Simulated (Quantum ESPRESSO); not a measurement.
# Dielectric-response calculation of MgH₂ (P4_2/mnm, 6 atoms in the cell) at several settings

```xyz
6
Lattice="4.4194 0.0000 0.0000 0.0000 4.4194 0.0000 0.0000 0.0000 2.9542" Properties=species:S:1:pos:R:3 pbc="T T T"
Mg     2.2097     2.2097     1.4771
Mg     0.0000     0.0000     0.0000
H      3.0740     3.0740     0.0000
H      1.3454     1.3454     0.0000
H      3.5551     0.8643     1.4771
H      0.8643     3.5551     1.4771
```

Base: LDA (PZ), GBRV 1.5 ultrasoft (LDA) pseudopotentials run with Quantum ESPRESSO 7.5. Its settings: ecutwfc = 40 Ry; ecutrho = 200 Ry; occupations = fixed; potentials = {Mg: mg_lda_v1.4.uspp.F.UPF, H: h_lda_v1.4.uspp.F.UPF}; K_POINTS = automatic 8 8 11 0 0 0; nbnd = 16; conv_thr = 1e-09 Ry; mixing_beta = 0.3. Starting volume 9.62 Å³ per atom.

Each line gives the change from the base single point and the result:

- K_POINTS: automatic 8 8 11 0 0 0 → automatic 7 7 11 0 0 0; ph.x.tr2_ph: default → 1e-14; ph.x.trans: default → false; ph.x.epsil: default → true; ph.x.zeu: default → true: pressure 0.68 GPa; largest force (vector length) 0.015 eV/Å; ε∞ at this k-point mesh, which may be far from converged in small-gap cells (xx, yy, zz) 4.27, 4.27, 4.31; Born charges at this mesh (mean of the diagonal, e) Mg 1.86, Mg 1.86, H -0.93, H -0.93, H -0.93, H -0.93.
- K_POINTS: automatic 8 8 11 0 0 0 → automatic 8 8 12 0 0 0; ph.x.tr2_ph: default → 1e-14; ph.x.trans: default → false; ph.x.epsil: default → true; ph.x.zeu: default → true: pressure 0.68 GPa; largest force (vector length) 0.015 eV/Å; ε∞ at this k-point mesh, which may be far from converged in small-gap cells (xx, yy, zz) 4.27, 4.27, 4.31; Born charges at this mesh (mean of the diagonal, e) Mg 1.86, Mg 1.86, H -0.93, H -0.93, H -0.93, H -0.93.
- ph.x.tr2_ph: default → 1e-14; ph.x.trans: default → false; ph.x.epsil: default → true; ph.x.zeu: default → true: ε∞ at this k-point mesh, which may be far from converged in small-gap cells (xx, yy, zz) 4.27, 4.27, 4.31; Born charges at this mesh (mean of the diagonal, e) Mg 1.86, Mg 1.86, H -0.93, H -0.93, H -0.93, H -0.93.

The starting cell comes from a database of computed structures (which also holds hypothetical and non-ambient phases and stackings), without a prior relaxation at this level. Its lattice was rescaled by a random factor within 2.5 % of one.

Frequencies and response belong to this unrelaxed cell, and polar modes hold no LO-TO splitting.
